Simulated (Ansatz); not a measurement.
Given:

```yaml
crystal:
  lattice:
    - [3.62598, 0.00000, 0.00000]
    - [-1.81299, 3.14019, 0.00000]
    - [0.00000, 0.00000, 5.57346]
  atoms:
    - { symbol: Sn, position: [0.00000, 0.00000, 0.00000] }
    - { symbol: S, position: [0.33333, 0.66667, 0.26444] }
    - { symbol: S, position: [0.66667, 0.33333, 0.73556] }
```

All values below come from PBEsol+D3BJ, rigid bands (plane waves, PAW, scalar-relativistic; Ansatz, a first-principles code). How the cell was made: cell and atoms relaxed with PBEsol+d3bj.

Q: Predict the hole conductivity mass (n e² τ/σ) at 300 K, by direction if it differs.

A: 2.5 (x), 2.5 (y), 0.26 (z) mₑ.

Q: Predict the electron conductivity mass (n e² τ/σ) at 300 K, by direction if it differs.

A: 0.34 (x), 0.34 (y), 0.33 (z) mₑ.

Q: And the band gap?

A: 0.95 eV at this level; semilocal functionals usually fall short of the measured gap.

Rigid bands, one relaxation time for all states, no polarons. Spin-orbit coupling is left out; where it splits the top of the valence band it changes the hole mass and lowers the gap by about a third of the splitting. Geometry: cell and atoms relaxed with PBEsol+D3(BJ).
